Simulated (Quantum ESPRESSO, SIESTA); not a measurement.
**Equation of state of zinc-blende MgTe (space group 216): energy against volume (SIESTA, LDA)**

```yaml
crystal:
  lattice:
    - [0.00000, 3.08515, 3.08515]
    - [3.08515, 0.00000, 3.08515]
    - [3.08515, 3.08515, 0.00000]
  atoms:
    - { symbol: Mg, position: [0.00000, 0.00000, 0.00000] }
    - { symbol: Te, position: [0.75000, 0.75000, 0.75000] }
```

Method: LDA PW92, numerical atomic orbitals DZP, PseudoDojo LDA standard norm-conserving potentials (rewritten from UPF to PSML) (SIESTA). Settings: XC.functional = LDA; XC.authors = PW92; potentials = PseudoDojo LDA standard; PAO.BasisSize = DZP; PAO.EnergyShift = 0.01 Ry; MeshCutoff = 390 Ry; kgrid.MonkhorstPack = 9 9 9; OccupationFunction = FD; ElectronicTemperature = 0.01 eV; MaxSCFIterations = 150; SCF.Mixer.Method = Broyden; SCF.Mixer.Weight = 0.2; SCF.Mixer.History = 6; SCF.DM.Tolerance = 1.0E-04. The cell above is the first row's. The rows scale it uniformly. In all rows fractional positions and the k mesh are held. E is the free energy at the stated smearing, counted from the lowest row.

| V (Å^3/atom) | E (meV/atom) |
|---|---|
| 29.365 | ? |
| 30.003 | 38.01 |
| 30.642 | 22.57 |
| 31.280 | 11.44 |
| 31.918 | 4.16 |
| 32.557 | 0.45 |
| 33.195 | 0.00 |
| 33.834 | 2.61 |
| 34.472 | 7.98 |

Taking the third-order Birch-Murnaghan form, a cubic in V^(-2/3) for E over the 8 complete rows: With u = V^(-2/3) - 0.0988, the rows have u = 0.0047675, 0.0033226, 0.0019292, 0.0005824, -0.0007223, -0.0019830, -0.0032059, -0.0043891. Least squares gives E = 2.088 + 2983.2·u + 970500·u² - 3386593·u³. Residuals (row less fit): 0.008, -0.020, 0.009, 0.006, 0.009, -0.015, 0.000, 0.003; standard error 0.015 (degrees of freedom: 4). Its minimum lies at u = -0.0015248, so V0 = (0.0972752)^(-3/2) = 32.96. There d²E/du² = 1972000 and d³E/du³ = -2.032e7, so B0 = (4/9) × 32.96^(-7/3) × 1972000 × 0.160218 = 40.3 GPa (the last factor turns the table's units into GPa), and B0' = 4 + (2/3) × 0.0972752 × (-2.032e7)/1972000 = 3.3. The program's pressures in the fitted runs (not shown) pass through zero at V = 32.96, 0.00 % from this V0.

Problem. Estimate the missing E (V = 29.365); what did the run itself give?

Solution. u = 0.0062622, so E = 2.088 + 2983.2 × 0.0062622 + 970500 × 0.0062622² - 3386593 × 0.0062622³ = 57.996 meV/atom. The calculation gives 58.18 meV/atom, 0.184 meV/atom above the prediction (0.3 % of the range of E in the table). The row lies outside the fitted rows, so this is an extrapolation. From the scatter of the fitted rows alone, a prediction at this place has a standard error of 0.044 meV/atom, so the miss is 4.2 times that.

Carrying the step between the two nearest rows on in a straight line would have given 53.43, off by 4.75; series whose last step already gives the withheld value aren't shown. The scan was laid around a cell of about the measured size, scaled by a guess for this functional. This is a metastable polymorph. The runs keep the symmetry of the cell, so they don't test it for distortions. A plane-wave scan with the same functional (Quantum ESPRESSO, GBRV) gives V0 = 32.32 Å^3/atom and B0 = 38.9 GPa; a Birch-Murnaghan fit to all rows here lies 2.0 % from it in V0 and 3 % in B0; the two differ in basis, and may differ in potentials and mesh. The LDA file for Te was generated anew from PseudoDojo's inputs, some of which were changed. Values carry the incompleteness of an atom-centred basis. Spin-orbit coupling is off. Cutoffs and mesh are single choices, not tested for convergence of this quantity. Series with a scatter that would blur these digits, or in which a gap closes, are not shown. Nor are scans whose minimum lies at an end fitted in this form.

Terms beyond the fitted order, or numerical noise in single rows, can give a miss of this size; the table doesn't tell which.
